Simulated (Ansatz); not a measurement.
These are PBE (plane waves to 420 eV, PAW; Ansatz, a quantum-chemistry and plane-wave program) values and carry that method's errors.

Electrostatic potential energy of an electron, averaged over planes parallel to the surface, in eV from the Fermi level, for a constructed model of the (100) surface of fcc Ni, ferromagnetic, a pseudomorphic layer of Zn in the host's stacking (bottom of the slab: a bare face, its two planes held):

```
z (Å)  V (eV)
-----  ------
3.94     4.90
4.22     4.90
4.50     4.90
4.78     4.89
5.06     4.89
5.34     4.87
5.62     4.84
5.91     4.77
6.19     4.64
6.47     4.37
6.75     3.81
7.03     2.67
7.31     0.02
7.59    -6.70
7.88   -14.20
8.16   -17.33
8.44   -14.31
8.72    -7.33
9.00    -2.43
9.28    -5.67
9.56   -12.89
9.84   -17.26
10.12  -15.81
10.41   -9.43
10.69   -3.16
10.97   -3.99
11.25  -10.81
11.53  -16.52
11.81  -16.84
12.09  -11.57
12.38   -4.57
12.66   -2.94
12.94   -8.85
13.22  -15.45
13.50  -17.36
13.78  -13.39
14.06   -6.23
14.34   -2.51
14.62   -7.02
14.91  -14.08
15.19  -17.41
15.47  -14.82
15.75   -7.95
16.03   -2.64
16.31   -5.33
16.59  -12.43
16.88  -17.09
17.16  -16.02
17.44   -9.94
17.72   -3.59
18.00   -3.65
18.28   -8.54
18.56  -12.98
18.84  -14.25
19.12  -11.47
19.41   -6.04
19.69   -0.48
19.97    1.96
20.25    3.13
20.53    3.73
20.81    4.03
21.09    4.19
21.38    4.26
21.66    4.30
21.94    4.32
22.22    4.33
22.50    4.34
22.78    4.34
23.06    4.34
```

Model: 7-atom slab, 10.7 Å thick at the start, 15x15x1 mesh, Fermi-Dirac 0.1 eV, dipole correction, 2 atoms held, the rest relaxed; start symmetry kept, larger cells not searched; spin-polarised, ending with about 3.5 μB a cell; orders that need a larger cell were not tried, no spin-orbit, no U. It is one candidate, not shown to be the stable structure of the face.

**Question.** The surface cell has an area of 6.19 Å². What dipole along the normal does the step between the two vacuum levels imply?

**Answer.** the top vacuum level lies 0.56 eV below the bottom one; p = −ε₀ A ΔV (ε₀ = 0.005526 e/(V·Å)) gives 0.02 e·Å a cell.
